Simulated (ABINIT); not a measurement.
# Worked example: self-consistent single point of Ru3W (P6_3/mmc, 8 atoms in the cell) in ABINIT

Level of theory: LDA (PW92), PAW (JTH v2.0 LDA PAW) (plane waves; ABINIT 10.0.3).

Input:

```
# Ru3W, JTH v2.0 LDA PAW
pp_dirpath "./"
pseudos "Ru.LDA_PW-JTH.xml, W.LDA_PW-JTH.xml"
acell 3*1.0
rprim
        10.3675161991   -0.0000006067    0.0000000000
        -5.1837575741    8.9785327059    0.0000000000
         0.0000000000    0.0000000000    8.2503099341
natom 8
ntypat 2
znucl 44 74
typat 1 1 1 1 1 1 2 2
xcart
         0.0000001748    2.9865292331    2.0625774835
         5.1837584502    5.9920028661    6.1877324506
         7.7811061015    1.4932641612    6.1877324506
        -2.5973474765    7.4852679380    2.0625774835
         2.5973483526    7.4852676340    2.0625774835
         2.5864102724    1.4932644652    6.1877324506
         0.0000003503    5.9856882684    6.1877324506
         5.1837582747    2.9928438308    2.0625774835
ecut 40 Ry
pawecutdg 80 Ry
occopt 7
tsmear 0.00499791
nband 77
kptopt 1
ngkpt 4 4 5
nshiftk 1
shiftk 0 0 0
nstep 80
tolvrs 1.0e-12
prtwf 0
prtden 0
prtvol 1
enunit 2
```

The program printed (abridged):

```
 Symmetries : space group P6_3/m m c (#194); Bravais hP (primitive hexag.)

 -outvars: echo values of preprocessed input variables --------
            acell      1.0000000000E+00  1.0000000000E+00  1.0000000000E+00 Bohr
             ecut      2.00000000E+01 Hartree
           enunit           2
              ixc       -1012
         kptrlatt        4    0    0      0    4    0      0    0    5
          kptrlen      4.12515497E+01
            natom           8
            nband          77
            ngfft          45      45      36
          ngfftdg          60      60      48
             nkpt          12
            nstep          80
             nsym          24
           ntypat           2
           occopt           7
        pawecutdg      4.00000000E+01 Hartree
            rprim      1.0367516199E+01 -6.0670000000E-07  0.0000000000E+00
                      -5.1837575741E+00  8.9785327059E+00  0.0000000000E+00
                       0.0000000000E+00  0.0000000000E+00  8.2503099341E+00
          spgroup         194
           tolvrs      1.00000000E-12
           tsmear      4.99791000E-03 Hartree
            typat      1  1  1  1  1  1  2  2
           useylm           1
             xred      1.6631500000E-01  3.3263000000E-01  2.5000000000E-01
                       8.3368500000E-01  6.6737000000E-01  7.5000000000E-01
                       8.3368500000E-01  1.6631500000E-01  7.5000000000E-01
                       1.6631500000E-01  8.3368500000E-01  2.5000000000E-01
                       6.6737000000E-01  8.3368500000E-01  2.5000000000E-01
                       3.3263000000E-01  1.6631500000E-01  7.5000000000E-01
                       3.3333333333E-01  6.6666666667E-01  7.5000000000E-01
                       6.6666666667E-01  3.3333333333E-01  2.5000000000E-01
            znucl       44.00000   74.00000

== DATASET  1 ==================================================================

 Real(R)+Recip(G) space primitive vectors, cartesian coordinates (Bohr,Bohr^-1):
 R(1)= 10.3675162 -0.0000006  0.0000000  G(1)=  0.0964551  0.0556884  0.0000000
 R(2)= -5.1837576  8.9785327  0.0000000  G(2)=  0.0000000  0.1113768  0.0000000
 R(3)=  0.0000000  0.0000000  8.2503099  G(3)=  0.0000000  0.0000000  0.1212076
 Unit cell volume ucvol=  7.6798076E+02 bohr^3
 Angles (23,13,12)=  9.00000000E+01  9.00000000E+01  1.20000000E+02 degrees

 Coarse grid specifications (used for wave-functions):

 getcut: wavevector=  0.0000  0.0000  0.0000  ngfft=  45  45  36
         ecut(hartree)=     20.000   => boxcut(ratio)=   2.10813

 Fine grid specifications (used for densities):

 getcut: wavevector=  0.0000  0.0000  0.0000  ngfft=  60  60  48
         ecut(hartree)=     40.000   => boxcut(ratio)=   2.03274

   3.48938514E+04                                ecore*ucvol(ha*bohr**3)

_setup2: Arith. and geom. avg. npw (full set) are    3280.188    3280.174

--- !BeginCycle
solver: {iscf: 17, nstep: 80, nline: 4, wfoptalg: 10, }
tolerances: {tolvrs: 1.00E-12, }
...

     iter   Etot(hartree)      deltaE(h)  residm     nres2
 ETOT  1  -681.25546333945    -6.813E+02 1.331E+01 1.314E+02
 ETOT  2  -714.96086356940    -3.371E+01 1.327E-01 1.369E+02
 ETOT  3  -714.40611900826     5.547E-01 5.603E-02 2.343E+01
 ETOT  4  -714.32851413527     7.760E-02 6.300E-02 1.070E+01
 ETOT  5  -714.30941608165     1.910E-02 2.465E-02 1.917E+00
 ETOT  6  -714.30416673549     5.249E-03 4.950E-03 2.853E-01
   [... 7 lines left out ...]
 ETOT 14  -714.30283388067     4.775E-11 1.539E-03 6.257E-09
 ETOT 15  -714.30283388066     1.080E-11 1.257E-03 1.052E-10
 ETOT 16  -714.30283388066    -3.070E-12 3.935E-04 1.689E-11
 ETOT 17  -714.30283388065     6.139E-12 3.161E-04 2.319E-12
 ETOT 18  -714.30283388066    -4.547E-12 9.699E-05 1.687E-13

 At SCF step   18       nres2   =  1.69E-13 < tolvrs=  1.00E-12 =>converged.

 Cartesian components of stress tensor (hartree/bohr^3)
  sigma(1 1)=  4.29833456E-04  sigma(3 2)=  0.00000000E+00
  sigma(2 2)=  4.29833457E-04  sigma(3 1)=  0.00000000E+00
  sigma(3 3)=  5.49881661E-04  sigma(2 1)= -2.14962963E-13

 ----iterations are completed or convergence reached----

 reduced coordinates (array xred) for    8 atoms
       0.166315000002      0.332630000004      0.250000000000
       0.833684999998      0.667369999996      0.750000000000
       0.833684999998      0.166315000002      0.750000000000
       0.166315000002      0.833684999998      0.250000000000
       0.667369999996      0.833684999998      0.250000000000
       0.332630000004      0.166315000002      0.750000000000
       0.333333333333      0.666666666667      0.750000000000
       0.666666666667      0.333333333333      0.250000000000
 cartesian forces (eV/Angstrom) at end:
    1      0.00000000710381     0.12139259295954    -0.00000000000000
    2     -0.00000000710381    -0.12139259295954     0.00000000000000
    3     -0.10512906578211     0.06069630263223    -0.00000000000000
    4      0.10512906578211    -0.06069630263223     0.00000000000000
    5     -0.10512907288593    -0.06069629032731     0.00000000000000
    6      0.10512907288593     0.06069629032731    -0.00000000000000
    7     -0.00000000000000    -0.00000000000000    -0.00000000000000
    8     -0.00000000000000    -0.00000000000000     0.00000000000000
 frms,max,avg= 6.0696296E-02 1.2139259E-01   0.000E+00  0.000E+00  0.000E+00 e/A
 length scales=  1.000000000000  1.000000000000  1.000000000000 bohr
              =  0.529177208590  0.529177208590  0.529177208590 angstroms
 Fermi (or HOMO) energy (hartree) =   0.46288   Average Vxc (hartree)=  -0.49129
 Eigenvalues (hartree) for nkpt=  12  k points:
 kpt#   1, nband= 77, wtk=  0.01250, kpt=  0.0000  0.0000  0.0000 (reduced coord)
  -2.25342   -2.25315   -2.20058   -2.19727   -2.19727   -2.19666   -2.19523   -2.19523
  -1.11322   -1.11272   -1.10673   -1.10564   -1.10564   -1.10317   -1.10317   -1.10280
  -1.10280   -1.09661   -1.09122   -1.09122   -1.08814   -1.08775   -1.08775   -1.08770
   [... 7 lines left out ...]
      occupation numbers for kpt#   1
   2.00000    2.00000    2.00000    2.00000    2.00000    2.00000    2.00000    2.00000
   2.00000    2.00000    2.00000    2.00000    2.00000    2.00000    2.00000    2.00000
   2.00000    2.00000    2.00000    2.00000    2.00000    2.00000    2.00000    2.00000
   [... 7 lines left out ...]
 prteigrs : prtvol=0 or 1, do not print more k-points.

 Fermi (or HOMO) energy (eV) =  12.59548   Average Vxc (eV)= -13.36867
 Eigenvalues (   eV  ) for nkpt=  12  k points:
 kpt#   1, nband= 77, wtk=  0.01250, kpt=  0.0000  0.0000  0.0000 (reduced coord)
 -61.31876  -61.31121  -59.88096  -59.79088  -59.79088  -59.77416  -59.73515  -59.73515
 -30.29219  -30.27868  -30.11574  -30.08602  -30.08602  -30.01877  -30.01877  -30.00863
 -30.00863  -29.84017  -29.69362  -29.69362  -29.60988  -29.59924  -29.59924  -29.59790
   [... 7 lines left out ...]
 prteigrs : prtvol=0 or 1, do not print more k-points.

--- !EnergyTerms
comment             : Components of total free energy in Hartree
kinetic             :  8.27884188527984E+01
hartree             :  1.05378734573921E+02
xc                  : -3.85988909255128E+01
Ewald energy        : -6.06981216467941E+02
psp_core            :  4.54358405126898E+01
local_psp           : -3.46520036541106E+02
spherical_terms     :  4.41973797603829E+01
internal            : -7.14299770234768E+02
'-kT*entropy'       : -3.06403964361833E-03
total_energy        : -7.14302834274411E+02
total_energy_eV     : -1.94371686157270E+04
...

-Cartesian components of stress tensor (GPa)         [Pressure= -1.3823E+01 GPa]
- sigma(1 1)=  1.26461348E+01  sigma(3 2)=  0.00000000E+00
- sigma(2 2)=  1.26461348E+01  sigma(3 1)=  0.00000000E+00
- sigma(3 3)=  1.61780743E+01  sigma(2 1)= -6.32442767E-09

 Calculation completed.
```

The run converged in 18 iterations.

The starting cell comes from a database of computed structures (which also holds hypothetical and non-ambient phases and stackings), without a prior relaxation at this level. Its lattice was rescaled by a random factor within 2.5 % of one. Spin polarisation is off. With a pressure of about -14 GPa the cell is away from its equilibrium volume at this level.

These are the values that this program gave, and no reference: the one-centre exchange-correlation terms come from a truncated expansion.

Cost on one core of a shared machine: roughly 10 min.
